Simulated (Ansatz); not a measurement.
A thermal frame of Ag (fcc), cell Ag32, started from the crystal [in the run: it stayed crystalline; mean temperature 1036 K (target 1040 K); density 9.38 g/cm³, volume +12 % from the start crystal's; mean pressure -0.4 GPa against a target of 0], from MD with r2SCAN at 1040 K. Level of theory: r2SCAN (plane waves, PAW; Ansatz, a first-principles code).

```json
{
  "plane_wave_cutoff": "500 eV",
  "k-points": "one point, (1/4, 1/4, 1/4)",
  "Fermi-Dirac width": "0.090 eV",
  "spin": "not polarised; no spin-orbit coupling"
}
```

A check of the k-sampling: on the last frame of the same run a denser mesh moved the r2SCAN forces by 0.065 eV/Å rms, the static pressure by -0.46 GPa and the free energy by -10 meV/atom.

```yaml
crystal:
  lattice:
    - [8.48492, 0.00000, 0.00000]
    - [0.00000, 8.48492, 0.00000]
    - [0.00000, 0.00000, 8.48492]
  atoms:
    - { symbol: Ag, position: [0.05383, 0.93579, 0.00024] }
    - { symbol: Ag, position: [0.95075, 0.29993, 0.25438] }
    - { symbol: Ag, position: [0.25112, 0.94462, 0.23104] }
    - { symbol: Ag, position: [0.23382, 0.23132, 0.98245] }
    - { symbol: Ag, position: [0.00561, 0.00558, 0.44906] }
    - { symbol: Ag, position: [0.99808, 0.25556, 0.71767] }
    - { symbol: Ag, position: [0.23527, 0.02690, 0.70003] }
    - { symbol: Ag, position: [0.18069, 0.27084, 0.46590] }
    - { symbol: Ag, position: [0.03510, 0.48823, 0.97140] }
    - { symbol: Ag, position: [0.97029, 0.71920, 0.21814] }
    - { symbol: Ag, position: [0.22852, 0.55499, 0.24967] }
    - { symbol: Ag, position: [0.32353, 0.76214, 0.97566] }
    - { symbol: Ag, position: [0.00659, 0.52095, 0.50546] }
    - { symbol: Ag, position: [0.01167, 0.74248, 0.76386] }
    - { symbol: Ag, position: [0.32044, 0.54586, 0.75958] }
    - { symbol: Ag, position: [0.25813, 0.76166, 0.52788] }
    - { symbol: Ag, position: [0.50054, 0.02532, 0.99403] }
    - { symbol: Ag, position: [0.46321, 0.22690, 0.23413] }
    - { symbol: Ag, position: [0.80016, 0.01372, 0.21074] }
    - { symbol: Ag, position: [0.79124, 0.23759, 0.95905] }
    - { symbol: Ag, position: [0.48346, 0.03353, 0.47167] }
    - { symbol: Ag, position: [0.47497, 0.25426, 0.71977] }
    - { symbol: Ag, position: [0.82606, 0.98343, 0.70617] }
    - { symbol: Ag, position: [0.70706, 0.26170, 0.48066] }
    - { symbol: Ag, position: [0.50915, 0.44340, 0.99109] }
    - { symbol: Ag, position: [0.48945, 0.76761, 0.28314] }
    - { symbol: Ag, position: [0.68408, 0.44972, 0.25334] }
    - { symbol: Ag, position: [0.72915, 0.74600, 0.99397] }
    - { symbol: Ag, position: [0.44365, 0.49038, 0.49389] }
    - { symbol: Ag, position: [0.51645, 0.83420, 0.72052] }
    - { symbol: Ag, position: [0.73646, 0.46973, 0.73484] }
    - { symbol: Ag, position: [0.73325, 0.75641, 0.50491] }
```

Question: Give the forces on all atoms (eV/Å).

Answer: 
```csv
atom,Fx Fy Fz
Ag1,-0.869 0.944 -0.550
Ag2,0.805 -0.050 -0.612
Ag3,-0.328 1.007 0.793
Ag4,0.004 -0.081 -0.042
Ag5,0.179 -0.355 -0.130
Ag6,-0.023 0.287 0.418
Ag7,-0.262 0.007 0.735
Ag8,1.783 -0.369 -0.344
Ag9,-0.244 0.072 0.022
Ag10,-0.807 0.090 0.488
Ag11,0.581 -0.554 -0.318
Ag12,0.028 -0.432 0.358
Ag13,-0.681 0.868 0.207
Ag14,0.208 -1.000 -0.613
Ag15,-1.113 -0.333 0.527
Ag16,-0.527 0.003 -0.571
Ag17,0.608 0.115 -0.305
Ag18,-0.451 0.317 -0.051
Ag19,-0.854 -0.236 -0.298
Ag20,-0.338 -0.211 0.427
Ag21,-0.072 -0.471 0.305
Ag22,0.143 -0.442 0.272
Ag23,-0.902 0.710 0.725
Ag24,0.654 -0.937 1.168
Ag25,-0.037 0.255 0.067
Ag26,1.324 -0.894 -0.388
Ag27,-0.032 2.159 -0.783
Ag28,-0.246 -0.026 -0.150
Ag29,0.830 -0.236 -1.290
Ag30,0.061 -0.222 0.615
Ag31,0.046 0.655 -0.046
Ag32,0.531 -0.641 -0.638
```
